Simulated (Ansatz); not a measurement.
Base system: Te (space group P3_121, No. 152; a = 4.5211 Å, c = 5.9549 Å; made of chains).

Computed with PBE/PAW in Ansatz (an electronic-structure program), no spin-orbit coupling, earlier PAW set.

One change was made to it. Results:

The band gap goes from 0.23 eV to zero; the lattice parameter a falls by 0.309 Å to 4.212 Å.

### Question
What was done to the base?
A. pressure 4.5 GPa
B. pressure −1 GPa
C. pressure 2.1 GPa

### Answer
A, pressure 4.5 GPa. For comparison, the band gap in the other runs: pressure 2.1 GPa gives zero; pressure −1 GPa gives 0.50 eV.

Spin-orbit coupling, missing from the scalar runs, can matter with Te. Load acts through the strain it causes; cell and atoms are relaxed under it. Whether these cells are dynamically stable was not tested. No dispersion term is included, though the crystal is made of layers, chains or molecules, so its spacings can come out too wide. Gaps under 0.05 eV, about the width of the smearing, are given as zero. A zero or small gap of Te can be the functional's error rather than a property of the material.
